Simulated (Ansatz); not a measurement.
Input and output of a self-consistent single point for the (001) slab of LiF (cut from a parent of space group no. 225; 8 atoms in the cell) (Ansatz, a first-principles code).

Computed with PBE (plane waves, PAW; Ansatz).

The change in words: vacuum of 30 angstrom (first run: 14 Å). Reference geometry:
```
LiF
1.0
    2.85819     0.00000     0.00000
   -2.85819     2.85819     0.00000
    0.00000     0.00000    20.06311
F Li
4 4
Direct
  0.00000   0.50000   0.44963
  0.00000   0.00000   0.34890
  0.00000   0.50000   0.65110
  0.00000   0.00000   0.55037
  0.00000   0.00000   0.44963
  0.00000   0.50000   0.34890
  0.00000   0.00000   0.65110
  0.00000   0.50000   0.55037
```

Reference input (self-consistent single point, DFT, PBE, plane waves, default PAW files): basis.ecutwfc = 30.9 Ry; kpoints.mp_grid.grid = 11 11 1; hamiltonian.xc = pbe; hamiltonian.pseudopotentials = {kind: paw} (the program's default PAW files); scf.occupations.method = fermi_dirac; scf.occupations.width = 0.0037 Ry. This run's input differs from it in these lines:

Ansatz 0.2 input:
```diff
@@ -4,12 +4,12 @@
     - [-2.858189, 2.858189, 0.000000]
-    - [0.000000, 0.000000, 20.063113]
+    - [0.000000, 0.000000, 36.063113]
   atoms:
-    - { symbol: F, position: [0.000000, 0.500000, 0.449632] }
-    - { symbol: F, position: [0.000000, 0.000000, 0.348899] }
-    - { symbol: F, position: [0.000000, 0.500000, 0.651101] }
-    - { symbol: F, position: [0.000000, 0.000000, 0.550368] }
-    - { symbol: Li, position: [0.000000, 0.000000, 0.449632] }
-    - { symbol: Li, position: [0.000000, 0.500000, 0.348899] }
-    - { symbol: Li, position: [0.000000, 0.000000, 0.651101] }
-    - { symbol: Li, position: [0.000000, 0.500000, 0.550368] }
+    - { symbol: F, position: [1.000000, 0.500000, 0.471979] }
+    - { symbol: F, position: [0.000000, 0.000000, 0.415937] }
+    - { symbol: F, position: [1.000000, 0.500000, 0.584063] }
+    - { symbol: F, position: [0.000000, 0.000000, 0.528021] }
+    - { symbol: Li, position: [0.000000, 0.000000, 0.471979] }
+    - { symbol: Li, position: [1.000000, 0.500000, 0.415937] }
+    - { symbol: Li, position: [0.000000, 0.000000, 0.584063] }
+    - { symbol: Li, position: [1.000000, 0.500000, 0.528021] }
 basis:
```

Output, abridged:

```
SCF iter   1: F=—  HF=-4064.369149 eV  |F-HF|=—  |Δ(HF+E_count)|=         —  Δρ=4.31e-4  dr2=8.19e-4  ethr=1.77e-3  ⟨swp⟩=7.7  Hψ=3074  notcnv=0
all-band conjugate gradients solve this SCF's bands
preconditioner: auto → Resta (q_TF=auto, 1.956 Å⁻¹)
SCF iter   2: F=—  HF=-4064.369959 eV  |F-HF|=—  |Δ(HF+E_count)|=   8.10e-4  Δρ=2.97e-4  dr2=2.57e-4  ethr=2.05e-6  ⟨swp⟩=2.5  Hψ=1379  notcnv=0  defer=15
SCF iter   3: F=—  HF=-4064.370248 eV  |F-HF|=—  |Δ(HF+E_count)|=   2.89e-4  Δρ=1.50e-4  dr2=6.18e-5  ethr=6.41e-7  ⟨swp⟩=2.2  Hψ=1004  notcnv=0  defer=15
SCF iter   4: F=—  HF=-4064.370363 eV  |F-HF|=—  |Δ(HF+E_count)|=   1.15e-4  Δρ=4.99e-5  dr2=4.50e-6  ethr=1.55e-7  ⟨swp⟩=2.3  Hψ=1112  notcnv=0  defer=27
SCF iter   5: F=—  HF=-4064.370363 eV  |F-HF|=—  |Δ(HF+E_count)|=   5.97e-7  Δρ=1.01e-5  dr2=1.62e-7  ethr=1.13e-8  ⟨swp⟩=2.0  Hψ=922  notcnv=0  defer=27
SCF iter   6: F=-4064.370363 eV  HF=-4064.370363 eV  |F-HF|=6.00e-8  |Δ(HF+E_count)|=   7.60e-8  Δρ=6.73e-6  dr2=7.92e-8  ethr=2.50e-10  ⟨swp⟩=13.4  Hψ=3047  notcnv=0
SCF 1 converged in 6 iterations: F = -4064.370363 eV  dr2 = 7.92e-8
Free energy (F): -4064.370363 eV
Internal energy: -4064.370363 eV  (E = F + TS)
E sigma→0 (E₀):  -4064.370363 eV
Fermi energy:    -2.106772 eV
--- Forces (eV/Å), atoms counted from 1 ---
  atom   1  F      0.00000000     0.00000000    -0.01433826
  atom   2  F      0.00000000     0.00000000    -0.34198830
  atom   3  F      0.00000000     0.00000000     0.34198830
  atom   4  F      0.00000000     0.00000000     0.01433826
  atom   5  Li     0.00000000    -0.00000000    -0.01066112
  atom   6  Li     0.00000000    -0.00000000     0.29621812
  atom   7  Li     0.00000000    -0.00000000    -0.29621812
  atom   8  Li     0.00000000    -0.00000000     0.01066112
--- Stress (GPa, compression-positive) ---
       -0.516858       0.000000       0.000000
        0.000000      -0.516858       0.000000
        0.000000       0.000000       0.176864
  P = ⅓ Tr σ = -0.2856 GPa (-2.856 kbar)
  The stress holds the Pulay correction. Without it, at fixed plane waves, as pw.x and ABINIT print it: P = -0.4374 GPa
```

The run converged in 6 iterations. Against the reference run the free energy hardly moves (within 1 meV/atom), the largest force stays at 0.342 eV/Å and the gap on the mesh goes from 6.440 to 6.469 eV.

The starting cell has typed, rounded lattice constants, without a prior relaxation at this level. The slab is cut from that crystal, and its faces are unrelaxed. Its lattice was rescaled by up to half a per cent. Spin polarisation is off, though cut faces can carry moments; a gap of a slab can lie between surface states.
